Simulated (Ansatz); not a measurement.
Cost and result by functional for the surface energy of the (302) surface of tetragonal indium in its 1x1 cell, outermost plane spacing 0.51 Å in the ideal cut, in Ansatz (plane waves, PAW). Single points on the PBE structure, on one kind of machine; costs are rough ratios of the slab run's core time (references not counted) to the cheapest single point. r2SCAN's cost holds its higher cutoff (500 against 420 eV). Differences are taken against r2SCAN for comparison alone: no measured value is at hand, so the table doesn't rank accuracy.

Slab: 21 atoms, 10.1 Å thick at the start (thin: gaps and levels are the slab's own); k 11x3x1, smearing 0.1 eV, dipole-corrected; all atoms relaxed; symmetry of the start imposed; no spin, no spin-orbit, no U. These notes are the PBE run's.

```
functional                     relative cost  surface energy (J/m²)  less r2SCAN (J/m²)
-----------------------------  -------------  ---------------------  ------------------
PBEsol                                     1                   0.43                0.08
LDA                                        1                   0.47                0.12
RPBE                                       1                   0.23               -0.12
r2SCAN                                     2                   0.35                0.00
PBE (the relaxed run's value)              –                   0.32               -0.03
```

The values span 0.24 J/m², while the single points' costs differ by a factor of roughly 2. Differences are of unrounded values.

Ansatz is an electronic-structure program.
